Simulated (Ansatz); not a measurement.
**MgO: response to strain**

Start from MgO in the rock salt structure (space group Fm-3m, No. 225).

Space group Fm-3m (No. 225); a = b = c = 4.1592 Å, α = β = γ = 90.00°

```tsv
atom	site	symmetry	x	y	z
Mg	4a	m-3m	0.0000	0.0000	0.0000
O	4b	m-3m	0.5000	0.5000	0.5000
```
(The calculation used a cell of 2 atoms; values per cell refer to that cell.)

Strains are applied to the cell and any free atomic positions relax.

The values are results of LDA (Ansatz, a program for electronic structure; PAW; 420 eV plane waves; no spin-orbit coupling), not measurements.

Notes on the quantities. energy relative to the base: free energy F.

```json
[
 {"isotropic strain (%)": "-3", "energy relative to the base (meV/atom)": "43.1"},
 {"isotropic strain (%)": "-2.5", "energy relative to the base (meV/atom)": "29.5"},
 {"isotropic strain (%)": "-1", "energy relative to the base (meV/atom)": "?"},
 {"isotropic strain (%)": "-0.5", "energy relative to the base (meV/atom)": "1.1"},
 {"isotropic strain (%)": "0", "energy relative to the base (meV/atom)": "0.0"},
 {"isotropic strain (%)": "0.5", "energy relative to the base (meV/atom)": "1.1"},
 {"isotropic strain (%)": "1.5", "energy relative to the base (meV/atom)": "9.4"},
 {"isotropic strain (%)": "2", "energy relative to the base (meV/atom)": "16.4"},
 {"isotropic strain (%)": "2.5", "energy relative to the base (meV/atom)": "25.2"}
]
```

**Question.** Fit ΔE = Aε² + Bε³ (ε in %) to the rows shown and predict the withheld row.

**Answer.** Least squares on the printed values gives A = 4.38 and B = -0.14 meV/atom (largest residual 0.0 meV/atom); this predicts 4.5 meV/atom, and the run gives 4.5 meV/atom, in agreement.

Stability against distortions was not tested.
